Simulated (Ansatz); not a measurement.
Si well of 8 atomic layers along [001] in random Si0.7Ge0.3, interfaces sharp

Prepared with Tersoff's 1989 multicomponent potential (SiCGe.tersoff) run with LAMMPS: minimisation. Geometry as solved with PBE, support functions at accuracy medium on the grid of 370 eV in Ansatz (a program for electronic structure).

```xyz
576
Lattice="16.67 0.00 0.00 0.00 16.67 0.00 0.00 0.00 44.16" Properties=species:S:1:pos:R:3 pbc="T T T"
Si     0.02    -0.03     0.01
Ge     1.39     1.41     1.40
Si     2.78     2.80    -0.04
Si     4.11     4.16     1.38
Si     2.79     0.03     2.80
Si     4.13     1.37     4.21
Si    -0.03     2.81     2.80
Si     1.37     4.16     4.18
Ge    -0.04     0.05     5.58
Si     1.38     1.44     6.97
Si     2.74     2.77     5.55
Ge     4.13     4.15     7.00
Ge     2.79     0.03     8.36
Si     4.22     1.40     9.76
Si    -0.01     2.79     8.35
Si     1.34     4.21     9.72
Si    -0.01     0.01    11.14
Si     1.34     1.42    12.50
Ge     2.76     2.80    11.12
Si     4.14     4.23    12.52
Ge     2.76     0.05    13.90
Si     4.16     1.42    15.32
Si     0.01     2.82    13.88
Si     1.39     4.18    15.26
Si     0.00     0.00    16.70
Si     1.40     1.40    18.02
Si     2.76     2.80    16.65
Si     4.17     4.18    18.00
Si     2.77     0.00    19.38
Si     4.17     1.39    20.72
Si     0.00     2.78    19.36
Si     1.39     4.17    20.71
Si     0.00     0.00    22.08
Si     1.39     1.39    23.43
Si     2.78     2.78    22.08
Si     4.18     4.17    23.42
Si     2.78     0.00    24.80
Si     4.18     1.39    26.15
Si     0.00     2.78    24.78
Si     1.41     4.15    26.12
Si     0.00     0.01    27.51
Si     1.39     1.39    28.88
Si     2.76     2.75    27.49
Ge     4.14     4.17    28.89
Si     2.78     0.04    30.27
Si     4.17     1.35    31.66
Si     0.02     2.76    30.25
Ge     1.38     4.21    31.63
Si     0.01    -0.02    33.13
Si     1.38     1.35    34.49
Ge     2.77     2.74    33.07
Ge     4.19     4.19    34.47
Si     2.78    -0.02    35.83
Si     4.20     1.35    37.19
Si     0.01     2.73    35.84
Ge     1.36     4.20    37.20
Si    -0.02    -0.05    38.56
Ge     1.36     1.35    40.00
Ge     2.80     2.75    38.58
Ge     4.19     4.19    40.02
Si     2.79    -0.03    41.40
Si     4.14     1.40    42.76
Si     0.02     2.82    41.39
Si     1.39     4.18    42.76
Si     0.00     5.53    -0.01
Si     1.39     6.90     1.35
Si     2.76     8.28    -0.02
Ge     4.18     9.72     1.34
Si     2.72     5.52     2.76
Ge     4.11     6.95     4.15
Ge     0.00     8.30     2.78
Si     1.40     9.69     4.19
Si     0.01     5.53     5.60
Si     1.37     6.94     6.97
Si     2.73     8.33     5.60
Si     4.15     9.67     6.94
Si     2.73     5.59     8.38
Si     4.14     6.95     9.74
Si     0.02     8.29     8.40
Si     1.38     9.67     9.79
Si     0.01     5.57    11.15
Si     1.39     6.95    12.52
Si     2.78     8.32    11.15
Si     4.13     9.72    12.52
Si     2.76     5.58    13.90
Si     4.14     6.94    15.28
Si     0.01     8.33    13.90
Si     1.38     9.72    15.26
Si     0.00     5.56    16.63
Si     1.38     6.95    18.00
Si     2.76     8.34    16.64
Si     4.15     9.72    18.01
Si     2.78     5.56    19.36
Si     4.17     6.95    20.72
Si     0.00     8.34    19.36
Si     1.39     9.72    20.73
Si     0.00     5.56    22.06
Si     1.39     6.94    23.43
Si     2.78     8.33    22.08
Si     4.18     9.73    23.42
Si     2.79     5.55    24.78
Si     4.15     6.97    26.13
Si     0.00     8.34    24.78
Si     1.43     9.70    26.12
Ge     0.04     5.59    27.51
Si     1.42     7.00    28.93
Si     2.79     8.34    27.52
Si     4.20     9.70    28.88
Si     2.79     5.63    30.28
Si     4.19     6.97    31.66
Si     0.02     8.32    30.33
Si     1.39     9.70    31.70
Si     0.01     5.60    33.05
Si     1.42     6.95    34.40
Si     2.80     8.34    33.05
Si     4.14     9.72    34.46
Si     2.77     5.61    35.81
Si     4.14     6.96    37.21
Ge     0.01     8.35    35.82
Si     1.42     9.75    37.22
Si    -0.01     5.59    38.64
Si     1.39     6.96    39.99
Si     2.76     8.34    38.61
Si     4.09     9.71    40.01
Si     2.74     5.58    41.39
Si     4.12     6.91    42.78
Si     0.04     8.31    41.40
Si     1.42     9.68    42.77
Ge     0.01    11.08     0.01
Si     1.35    12.52     1.42
Ge     2.75    13.87    -0.03
Ge     4.17    15.32     1.39
Ge     2.76    11.12     2.81
Si     4.19    12.47     4.21
Si    -0.04    13.90     2.76
Ge     1.38    15.28     4.15
Ge     0.02    11.15     5.54
Si     1.40    12.51     6.97
Ge     2.82    13.88     5.60
Si     4.21    15.29     6.99
Ge     2.77    11.08     8.37
Si     4.14    12.53     9.76
Ge     0.02    13.94     8.34
Si     1.39    15.31     9.79
Si     0.03    11.05    11.17
Si     1.38    12.48    12.52
Si     2.73    13.87    11.12
Ge     4.18    15.27    12.48
Si     2.76    11.11    13.90
Si     4.15    12.48    15.28
Si    -0.02    13.85    13.87
Ge     1.36    15.24    15.30
Si     0.00    11.11    16.63
Si     1.39    12.49    18.01
Si     2.80    13.86    16.67
Si     4.15    15.28    18.02
Si     2.77    11.11    19.38
Si     4.16    12.51    20.72
Si     0.00    13.89    19.36
Si     1.38    15.28    20.73
Si     0.00    11.12    22.08
Si     1.39    12.50    23.43
Si     2.78    13.89    22.08
Si     4.17    15.28    23.44
Si     2.79    11.11    24.77
Si     4.17    12.49    26.14
Si     0.00    13.90    24.77
Si     1.38    15.28    26.15
Ge     0.02    11.12    27.48
Si     1.42    12.52    28.86
Si     2.78    13.88    27.48
Ge     4.17    15.29    28.89
Ge     2.79    11.11    30.28
Si     4.17    12.52    31.69
Ge     0.00    13.90    30.24
Ge     1.42    15.30    31.70
Si     0.02    11.09    33.08
Si     1.39    12.49    34.45
Si     2.79    13.86    33.08
Si     4.12    15.29    34.42
Si     2.77    11.12    35.83
Si     4.12    12.52    37.20
Si     0.01    13.88    35.82
Si     1.39    15.27    37.20
Si     0.03    11.13    38.56
Ge     1.41    12.52    40.00
Si     2.79    13.93    38.58
Si     4.16    15.29    39.97
Si     2.78    11.08    41.41
Si     4.18    12.48    42.74
Si     0.00    13.95    41.35
Si     1.37    15.30    42.74
Si     5.54     0.07    -0.02
Si     6.94     1.40     1.35
Si     8.37     2.75     0.04
Si     9.77     4.14     1.37
Ge     8.31    -0.01     2.75
Ge     9.74     1.43     4.16
Ge     5.53     2.77     2.79
Si     6.95     4.13     4.20
Si     5.51    -0.02     5.56
Ge     6.93     1.37     6.95
Si     8.31     2.77     5.56
Ge     9.70     4.14     6.98
Si     8.34    -0.03     8.34
Ge     9.70     1.43     9.71
Si     5.56     2.77     8.40
Si     6.91     4.18     9.75
Si     5.60     0.01    11.10
Si     6.95     1.42    12.46
Si     8.31     2.84    11.13
Si     9.71     4.20    12.50
Ge     8.33     0.04    13.89
Si     9.73     1.40    15.32
Ge     5.55     2.81    13.89
Si     6.98     4.18    15.30
Si     5.51     0.03    16.69
Si     6.94     1.40    18.02
Si     8.34     2.78    16.67
Si     9.73     4.17    18.01
Si     8.34     0.01    19.38
Si     9.72     1.40    20.73
Si     5.55     2.79    19.37
Si     6.95     4.17    20.72
Si     5.56     0.00    22.08
Si     6.94     1.39    23.43
Si     8.33     2.78    22.09
Si     9.73     4.17    23.43
Si     8.34     0.00    24.78
Si     9.72     1.39    26.15
Si     5.56     2.78    24.78
Si     6.98     4.14    26.12
Si     5.59     0.01    27.50
Si     6.99     1.37    28.86
Si     8.34     2.77    27.51
Si     9.68     4.14    28.91
Si     8.37     0.01    30.25
Si     9.71     1.39    31.66
Ge     5.60     2.75    30.29
Si     6.97     4.20    31.66
Si     5.50    -0.02    33.05
Ge     6.93     1.39    34.42
Si     8.33     2.79    33.00
Ge     9.73     4.18    34.43
Si     8.31    -0.04    35.80
Ge     9.70     1.38    37.20
Si     5.58     2.77    35.88
Si     6.94     4.17    37.24
Si     5.56     0.00    38.61
Si     6.93     1.40    39.99
Si     8.30     2.78    38.63
Si     9.70     4.10    40.01
Si     8.33     0.07    41.38
Si     9.72     1.40    42.79
Si     5.55     2.73    41.39
Ge     6.92     4.12    42.83
Si     5.46     5.53     0.01
Ge     6.89     6.92     1.38
Ge     8.34     8.36    -0.01
Si     9.72     9.74     1.43
Ge     8.34     5.50     2.78
Ge     9.72     7.00     4.18
Si     5.54     8.34     2.78
Ge     6.94     9.72     4.20
Ge     5.58     5.56     5.58
Si     6.96     6.96     7.00
Si     8.33     8.34     5.64
Si     9.70     9.72     7.00
Si     8.28     5.54     8.37
Ge     9.74     6.90     9.74
Si     5.51     8.30     8.33
Ge     6.89     9.75     9.72
Si     5.51     5.55    11.10
Ge     6.90     6.92    12.55
Ge     8.34     8.35    11.15
Si     9.76     9.74    12.50
Si     8.35     5.54    13.92
Si     9.72     6.92    15.29
Si     5.47     8.33    13.90
Ge     6.91     9.68    15.31
Si     5.56     5.57    16.63
Si     6.94     6.93    18.02
Si     8.36     8.30    16.67
Si     9.74     9.71    18.01
Si     8.34     5.55    19.37
Si     9.73     6.94    20.73
Si     5.55     8.34    19.36
Si     6.95     9.72    20.72
Si     5.56     5.56    22.07
Si     6.94     6.94    23.43
Si     8.34     8.33    22.08
Si     9.72     9.73    23.43
Si     8.35     5.56    24.78
Si     9.70     6.97    26.15
Si     5.56     8.35    24.78
Si     6.95     9.72    26.15
Ge     5.60     5.59    27.49
Si     6.98     6.97    28.92
Si     8.34     8.35    27.54
Si     9.74     9.72    28.90
Si     8.34     5.56    30.28
Si     9.72     6.96    31.64
Si     5.57     8.33    30.27
Si     6.96     9.70    31.63
Si     5.56     5.56    33.00
Ge     6.93     6.95    34.43
Si     8.33     8.32    32.99
Ge     9.75     9.71    34.38
Si     8.31     5.55    35.86
Si     9.71     6.95    37.18
Si     5.50     8.33    35.82
Ge     6.93     9.71    37.21
Si     5.55     5.57    38.55
Ge     6.96     6.96    39.94
Si     8.39     8.35    38.57
Si     9.76     9.72    39.96
Ge     8.35     5.54    41.40
Si     9.76     6.96    42.77
Ge     5.51     8.34    41.40
Si     6.93     9.75    42.77
Si     5.58    11.15    -0.04
Si     6.97    12.46     1.38
Ge     8.36    13.89     0.00
Si     9.76    15.31     1.36
Si     8.34    11.12     2.78
Si     9.69    12.51     4.14
Ge     5.59    13.86     2.81
Si     6.92    15.31     4.20
Si     5.51    11.08     5.60
Ge     6.92    12.49     7.00
Ge     8.34    13.93     5.57
Si     9.75    15.28     7.00
Si     8.37    11.12     8.37
Si     9.74    12.51     9.73
Si     5.54    13.92     8.41
Si     6.96    15.29     9.73
Si     5.47    11.12    11.13
Ge     6.91    12.51    12.47
Si     8.33    13.88    11.07
Ge     9.74    15.22    12.51
Ge     8.35    11.10    13.89
Ge     9.76    12.52    15.33
Si     5.52    13.86    13.92
Ge     6.90    15.27    15.31
Si     5.53    11.13    16.67
Si     6.94    12.50    18.03
Si     8.33    13.90    16.71
Si     9.73    15.29    18.03
Si     8.34    11.10    19.36
Si     9.72    12.50    20.71
Si     5.55    13.90    19.37
Si     6.95    15.28    20.72
Si     5.56    11.12    22.07
Si     6.95    12.50    23.43
Si     8.33    13.89    22.07
Si     9.72    15.28    23.43
Si     8.34    11.11    24.80
Si     9.72    12.51    26.16
Si     5.56    13.89    24.79
Si     6.96    15.28    26.14
Si     5.54    11.09    27.50
Ge     6.95    12.48    28.90
Si     8.35    13.91    27.51
Si     9.72    15.27    28.89
Si     8.36    11.08    30.30
Si     9.72    12.49    31.66
Si     5.54    13.87    30.31
Ge     6.96    15.28    31.67
Ge     5.58    11.10    33.06
Si     6.97    12.54    34.41
Si     8.38    13.87    33.06
Si     9.72    15.26    34.45
Ge     8.36    11.16    35.81
Si     9.77    12.52    37.23
Ge     5.54    13.91    35.81
Si     6.93    15.32    37.21
Ge     5.49    11.13    38.63
Si     6.90    12.53    40.01
Ge     8.31    13.89    38.59
Ge     9.73    15.33    40.00
Ge     8.33    11.11    41.35
Si     9.74    12.49    42.76
Si     5.51    13.89    41.35
Ge     6.91    15.32    42.73
Si    11.12     0.02    -0.01
Si    12.51     1.38     1.39
Si    13.89     2.77     0.06
Si    15.29     4.17     1.39
Si    13.91     0.02     2.78
Si    15.25     1.44     4.15
Si    11.17     2.80     2.75
Si    12.55     4.13     4.15
Ge    11.17     0.01     5.61
Si    12.56     1.43     6.99
Si    13.91     2.80     5.57
Si    15.29     4.16     6.97
Si    13.91     0.02     8.35
Si    15.31     1.39     9.73
Si    11.17     2.79     8.36
Si    12.54     4.15     9.76
Ge    11.15    -0.01    11.09
Ge    12.58     1.39    12.52
Si    13.96     2.80    11.11
Si    15.30     4.19    12.51
Si    13.93    -0.04    13.92
Ge    15.29     1.41    15.29
Ge    11.11     2.81    13.92
Si    12.53     4.22    15.30
Si    11.12     0.00    16.65
Si    12.50     1.39    18.01
Si    13.87     2.82    16.67
Si    15.29     4.18    18.01
Si    13.89     0.00    19.37
Si    15.28     1.39    20.72
Si    11.11     2.78    19.37
Si    12.51     4.17    20.71
Si    11.11     0.00    22.08
Si    12.50     1.39    23.43
Si    13.89     2.78    22.07
Si    15.28     4.17    23.42
Si    13.89     0.00    24.79
Si    15.29     1.39    26.14
Si    11.11     2.77    24.78
Si    12.52     4.15    26.12
Si    11.08    -0.03    27.50
Ge    12.48     1.39    28.88
Si    13.89     2.77    27.47
Ge    15.26     4.16    28.91
Si    13.90    -0.02    30.25
Ge    15.32     1.34    31.66
Si    11.05     2.78    30.28
Ge    12.45     4.22    31.64
Si    11.07     0.00    33.07
Si    12.48     1.33    34.46
Ge    13.85     2.75    33.06
Ge    15.33     4.16    34.44
Si    13.89    -0.02    35.83
Si    15.30     1.34    37.19
Si    11.12     2.73    35.79
Ge    12.50     4.14    37.18
Si    11.14    -0.02    38.55
Ge    12.47     1.38    39.99
Ge    13.97     2.78    38.62
Si    15.33     4.21    40.03
Ge    13.91    -0.06    41.39
Ge    15.31     1.41    42.80
Si    11.07     2.76    41.39
Ge    12.51     4.16    42.78
Si    11.09     5.56    -0.01
Ge    12.51     6.93     1.40
Si    13.94     8.32    -0.01
Si    15.25     9.71     1.40
Si    13.93     5.52     2.80
Si    15.32     6.85     4.17
Si    11.10     8.37     2.75
Ge    12.52     9.75     4.13
Ge    11.15     5.52     5.55
Ge    12.53     6.93     7.02
Ge    13.94     8.28     5.53
Ge    15.33     9.70     6.98
Si    13.94     5.52     8.40
Si    15.30     6.93     9.77
Si    11.09     8.34     8.35
Ge    12.47     9.70     9.79
Si    11.16     5.52    11.15
Si    12.55     6.90    12.50
Si    13.92     8.30    11.15
Si    15.28     9.70    12.53
Si    13.92     5.55    13.90
Si    15.30     6.94    15.26
Ge    11.15     8.32    13.89
Si    12.55     9.73    15.29
Si    11.12     5.57    16.65
Si    12.51     6.96    18.01
Si    13.92     8.33    16.64
Si    15.29     9.72    18.00
Si    13.90     5.57    19.36
Si    15.28     6.95    20.72
Si    11.12     8.33    19.38
Si    12.51     9.73    20.72
Si    11.12     5.55    22.07
Si    12.50     6.95    23.43
Si    13.89     8.34    22.08
Si    15.28     9.73    23.43
Si    13.89     5.56    24.77
Si    15.26     6.97    26.13
Si    11.11     8.34    24.79
Si    12.49     9.73    26.16
Ge    11.11     5.55    27.54
Si    12.52     6.97    28.92
Si    13.86     8.32    27.50
Ge    15.26     9.71    28.92
Si    13.90     5.62    30.29
Si    15.28     6.97    31.69
Si    11.11     8.34    30.28
Si    12.49     9.72    31.65
Si    11.10     5.64    33.05
Si    12.50     7.00    34.39
Si    13.89     8.37    33.03
Si    15.27     9.74    34.42
Ge    13.90     5.62    35.82
Si    15.30     6.96    37.26
Si    11.12     8.30    35.80
Ge    12.51     9.72    37.20
Ge    11.06     5.53    38.61
Ge    12.53     6.94    40.01
Si    13.92     8.33    38.60
Ge    15.32     9.73    39.99
Si    13.95     5.56    41.41
Si    15.32     6.94    42.79
Si    11.10     8.34    41.37
Ge    12.54     9.71    42.75
Ge    11.13    11.14     0.03
Si    12.56    12.53     1.40
Si    13.89    13.94     0.05
Si    15.28    15.31     1.40
Si    13.93    11.15     2.75
Si    15.26    12.54     4.15
Ge    11.15    13.92     2.79
Si    12.57    15.31     4.18
Ge    11.08    11.14     5.58
Si    12.49    12.57     6.94
Si    13.90    13.91     5.56
Si    15.24    15.30     6.95
Ge    13.86    11.13     8.33
Ge    15.32    12.48     9.78
Si    11.12    13.90     8.35
Si    12.52    15.28     9.68
Si    11.09    11.15    11.16
Si    12.50    12.48    12.55
Ge    13.88    13.92    11.16
Si    15.31    15.30    12.54
Si    13.90    11.09    13.89
Si    15.27    12.49    15.25
Si    11.17    13.88    13.93
Si    12.52    15.28    15.28
Si    11.16    11.07    16.68
Si    12.52    12.50    18.02
Si    13.90    13.88    16.64
Si    15.27    15.27    18.02
Si    13.91    11.11    19.37
Si    15.29    12.50    20.72
Si    11.12    13.89    19.36
Si    12.50    15.28    20.72
Si    11.11    11.11    22.07
Si    12.50    12.50    23.43
Si    13.89    13.89    22.07
Si    15.28    15.29    23.43
Si    13.88    11.11    24.78
Si    15.27    12.51    26.10
Si    11.10    13.89    24.78
Si    12.46    15.30    26.12
Si    11.10    11.11    27.53
Si    12.46    12.48    28.91
Ge    13.87    13.89    27.51
Si    15.27    15.32    28.87
Si    13.83    11.11    30.29
Ge    15.26    12.47    31.69
Si    11.08    13.86    30.26
Ge    12.48    15.27    31.66
Si    11.14    11.12    33.00
Ge    12.51    12.51    34.45
Si    13.92    13.92    33.08
Si    15.29    15.27    34.47
Si    13.94    11.12    35.82
Si    15.31    12.50    37.20
Si    11.11    13.92    35.85
Si    12.53    15.27    37.21
Si    11.12    11.13    38.61
Si    12.53    12.49    39.95
Si    13.90    13.86    38.57
Si    15.29    15.24    39.93
Si    13.89    11.14    41.34
Ge    15.26    12.56    42.75
Ge    11.16    13.88    41.40
Si    12.51    15.28    42.84
```
